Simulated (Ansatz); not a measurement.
Hf2O3 (model structure, P-4m2, No. 115, 5 atoms in the cell) was calculated with r²SCAN in Ansatz (PAW).

Numerical settings: plane-wave cutoff 560 eV, 16×16×12 k mesh (along the axes of the cell as run), Fermi–Dirac smearing 0.05 eV, scalar-relativistic PAW data made under PBE.

Cell (relaxed at this level):

```xyz
5
Lattice="3.5439 0.0000 0.0000 0.0000 3.5439 0.0000 0.0000 0.0000 5.0102" Properties=species:S:1:pos:R:3 pbc="T T T"
Hf     1.7720     0.0000     3.7566
Hf     0.0000     1.7720     1.2536
O      0.0000     0.0000     0.0000
O      1.7720     1.7720     0.0000
O      0.0000     0.0000     2.5051
```

Give the computed band gap, direct gap at Γ and bulk modulus.


- band gap: 0.06 eV (under three smearing widths, so not firm)
- direct gap at Γ: 3.30 eV
- bulk modulus: 221 GPa

Note: the bulk modulus is −V dP/dV from two relaxed cells at ±2 % in volume; the relaxation could raise the start's symmetry but not lower it, so the cell can be a saddle point.

Spin–orbit coupling is not included; it can close the smallest gap of 0.06 eV.

It cost around 15 core-minutes (rough) of CPU time.

A model structure was made by putting elements into a prototype or built by hand; it is no filed structure, need not be a known phase, and can be a saddle point held by its symmetry.

Ansatz is an electronic-structure program.
